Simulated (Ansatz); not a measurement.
# Worked example: self-consistent single point of SrSi (Cmcm, 4 atoms in the cell) in Ansatz

Computed with LDA (PW92), default PAW files made with PBE (plane waves; Ansatz, an electronic-structure program).

Input:

Ansatz 0.2 input:
```yaml
# SrSi
crystal:
  lattice:
    - [2.421638, -5.676499, 0.000000]
    - [2.421638, 5.676499, 0.000000]
    - [0.000000, 0.000000, 4.067987]
  atoms:
    - { symbol: Sr, position_ang: [2.421638, 1.574774, 1.016997] }
    - { symbol: Sr, position_ang: [2.421638, -1.574774, 3.050990] }
    - { symbol: Si, position_ang: [2.421638, 4.953199, 1.016997] }
    - { symbol: Si, position_ang: [2.421638, -4.953199, 3.050990] }
basis:
  ecutwfc: 420.0 eV
kpoints:
  mp_grid:
    grid: [8, 8, 8]
hamiltonian:
  xc: lda
  pseudopotentials:
    kind: paw
scf:
  occupations:
    method: fermi_dirac
    width: 0.1 eV
output:
  forces: true
  eigenvalues: true
  stress: true
```

The program printed (abridged):

```
WARN ansatz: RAYON_NUM_THREADS=1 ignored (pool sized by the plan → 1); use --threads N
Pseudopotentials: kind: paw
Pseudopotential: Sr, paw, valence charge 10
Pseudopotential: Si, paw, valence charge 4
Crystal: 4 atoms, lattice volume = 111.841 Å³
Basis set: ecut = 420 eV, 2195 PW (Γ)
Bands: 18, of which v1, the nominal top of the filled ones, is band 14 counted from 1 (13 counted from 0)
Symmetry: 8 space group operations
Space group: Cmcm (ITA 63), of the structure as read, at distance tolerance 4.8e-5 Å
k-points: 105 of 512
PAW frozen core: Sr, regenerated for the run's functional, and the local potential with it
PAW frozen core: Si, regenerated for the run's functional, and the local potential with it
Initial density: superposition of atomic densities (neutral atoms: chi_scale 0, normalization atom), corrected by the library's trained network
Initial wavefunctions: pseudopotential atomic-orbital guess
Eigensolver: davidson
Functional: x = slater, c = lda
SCF iter   1: F=—  HF=-8108.077417 eV  |F-HF|=—  |Δ(HF+E_count)|=         —  Δρ=4.75e-3  dr2=3.58e-2  ethr=1.77e-3  ⟨swp⟩=8.1  Hψ=12637  notcnv=0
all-band conjugate gradients solve this SCF's bands
preconditioner: auto → Kerker (q_TF=auto, 2.166 Å⁻¹)
SCF iter   2: F=—  HF=-8108.072600 eV  |F-HF|=—  |Δ(HF+E_count)|=   4.82e-3  Δρ=2.70e-3  dr2=1.48e-2  ethr=1.28e-4  ⟨swp⟩=1.2  Hψ=2853  notcnv=0
SCF iter   3: F=—  HF=-8108.069363 eV  |F-HF|=—  |Δ(HF+E_count)|=   3.24e-3  Δρ=4.29e-4  dr2=1.56e-4  ethr=5.27e-5  ⟨swp⟩=2.0  Hψ=2402  notcnv=0
SCF iter   4: F=—  HF=-8108.069364 eV  |F-HF|=—  |Δ(HF+E_count)|=   5.43e-7  Δρ=1.01e-4  dr2=2.26e-5  ethr=5.58e-7  ⟨swp⟩=2.7  Hψ=3583  notcnv=0
SCF iter   5: F=—  HF=-8108.069364 eV  |F-HF|=—  |Δ(HF+E_count)|=   3.50e-7  Δρ=3.16e-5  dr2=1.36e-6  ethr=8.07e-8  ⟨swp⟩=2.1  Hψ=2361  notcnv=0
SCF iter   6: F=-8108.069364 eV  HF=-8108.069364 eV  |F-HF|=2.26e-9  |Δ(HF+E_count)|=   2.05e-8  Δρ=6.42e-6  dr2=7.10e-8  ethr=3.57e-10  ⟨swp⟩=6.2  Hψ=11869  notcnv=0
SCF 1 converged in 6 iterations: F = -8108.069364 eV  dr2 = 7.10e-8
SCF converged after 6 iterations
Free energy (F): -8108.069364 eV
Harris-Foulkes:  -8108.069364 eV  (|F-HF|=2.26e-9)
Internal energy: -8108.017215 eV  (E = F + TS)
E sigma→0 (E₀):  -8108.043290 eV
Entropy (-TS):   -0.052149 eV (-13.037 meV/atom)
Fermi energy:    7.430324 eV
--- Per-component energies (eV) ---
  E_band       = -188.317961
  E_kinetic    = 569.590468
  E_local      = -1388.762568  (includes V_loc(G=0)·N_el)
  E_nonlocal   = 464.897756
  E_hartree    = 337.178511
  E_xc         = -451.728527
  E_vxc        = -416.554904  (∫ρ·V_xc dr)
  E_paw        = -6165.836416  (= ΣΔE_a)
  E_vpaw       = -91.847015  (= ΣTr[D̂ρ^β])
  E_aug_tail   = 0.000009  (compensation charges beyond the density's cutoff)
  E_ewald      = -1474.113381
  E_core_change = 0.756932  (= ΣΔE_core)
  E_smearing   = -0.052149  (= −TS)
  E_closure    = -0.000000  (closes the sum)
  Σ components = -8108.069364   (vs F -8108.069364, Δ=0.00e0)
--- Forces (eV/Å), atoms counted from 1 ---
  atom   1  Sr     0.00000000    -0.04367757     0.00000000
  atom   2  Sr     0.00000000     0.04367757     0.00000000
  atom   3  Si     0.00000000     0.01847791     0.00000000
  atom   4  Si     0.00000000    -0.01847791     0.00000000
  max |Σ_I F_I| component: 0.00e0 eV/Å
--- Stress (GPa, compression-positive) ---
       -3.668979       0.000000       0.000000
        0.000000      -2.797581       0.000000
        0.000000       0.000000      -3.612747
  P = ⅓ Tr σ = -3.3598 GPa (-33.598 kbar)
  The stress holds the Pulay correction. Without it, at fixed plane waves, as pw.x and ABINIT print it: P = -3.3747 GPa
--- Band table (eV; the first three rows and the last of 105) ---
  k-point 0: bands = ["-28.0235", "-27.9748", "-10.3263", "-10.1202", "-10.0649", "-10.0503", "-9.9318", "-9.8967", "-2.2220", "2.3165", "5.2312", "5.2923", "5.6301", "6.9923", "8.4423", "8.4799", "9.8170", "10.3288"]
  k-point 1: bands = ["-28.0202", "-27.9752", "-10.3092", "-10.1142", "-10.0755", "-10.0631", "-9.9430", "-9.9337", "-2.0807", "2.2782", "4.8032", "5.3280", "5.3714", "7.8183", "8.0253", "8.4482", "9.6314", "9.9230"]
  k-point 2: bands = ["-28.0114", "-27.9769", "-10.2623", "-10.1331", "-10.0990", "-10.0597", "-10.0227", "-9.9769", "-1.6663", "1.8608", "4.1799", "5.4406", "5.7124", "7.2293", "7.8163", "8.5243", "9.1845", "9.5956"]
  k-point 104: bands = ["-27.9891", "-27.9891", "-10.3262", "-10.3262", "-10.0669", "-10.0669", "-9.9618", "-9.9618", "0.0114", "0.0114", "4.4717", "4.4717", "6.2864", "6.2864", "8.5534", "8.5534", "9.5882", "9.5882"]
```

The run converged in 6 iterations.

The starting cell comes from a database of computed structures (which also holds hypothetical and non-ambient phases and stackings), without a prior relaxation at this level. Its lattice was rescaled by up to half a per cent. With a pressure of about -3 GPa the cell is away from its equilibrium volume at this level. Ansatz's pressure includes its estimate of the finite-basis (Pulay) stress.
